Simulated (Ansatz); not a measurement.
Ge under load (space group Fd-3m): band-edge transport data

Data:

```
Ge
1.0
    0.00000     2.73227     2.73227
    2.73227     0.00000     2.73227
    2.73227     2.73227     0.00000
Ge
2
Direct
  0.50000   0.50000   0.50000
  0.75000   0.75000   0.75000
```

Method: PBEsol, rigid bands (plane waves, PAW, scalar-relativistic; Ansatz, an electronic-structure program). Condition of this run: hydrostatic pressure 10 GPa (the target of the relaxation). Cell: cell and atoms relaxed with PBEsol, then loaded as said.

The band gap is 0.31 eV. The electron conductivity mass (300 K, dilute) is 0.26 mₑ, the effective density of states N_c (300 K) is 2.7e19 cm⁻³ and the density-of-states mass, electrons is 1.05 mₑ. The Seebeck coefficient, n-type 1e19 cm⁻³, 300 K is -302 μV/K.

Rigid bands; masses and Seebeck coefficients take one relaxation time τ for all states and one kind of carrier; polarons and phonon drag are left out. Spin-orbit coupling is left out.
